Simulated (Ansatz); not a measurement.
# A computed series for ZrB2: point defects

The reference is a 12-atom supercell of ZrB2 (space group P6/mmm, No. 191; a = 3.1714 Å, c = 3.5413 Å) at its relaxed geometry.

One neutral defect a cell, atoms relaxed at fixed cell.

Computed with PBE (Ansatz, a first-principles code, PAW, without spin-orbit coupling).

| variant | largest displacement of a host atom from its site in the perfect cell | pressure |
|---|---|---|
| perfect supercell | – | 0.0 GPa |
| Li interstitial (started 1.77 Å from the nearest host atom) | ? | ? |
| In on a B site | 0.23 Å | ? |
| B vacancy | ? | 1.3 GPa |
| Hf on a Zr site, symmetric start | 0.01 Å | -1.8 GPa |

**Question.** What belongs in the blanks?

**Answer.** 
- Li interstitial (started 1.77 Å from the nearest host atom), largest displacement of a host atom from its site in the perfect cell: 0.25 Å
- Li interstitial (started 1.77 Å from the nearest host atom), pressure: 20.1 GPa
- In on a B site, pressure: 37.7 GPa
- B vacancy, largest displacement of a host atom from its site in the perfect cell: 0.07 Å

In so small a cell the defect repeats every few ångströms: this is an ordered compound, not a dilute defect. Defects with a symmetric start kept the site's symmetry and may sit on a saddle; the others started slightly shaken. All final runs are without spin polarisation.
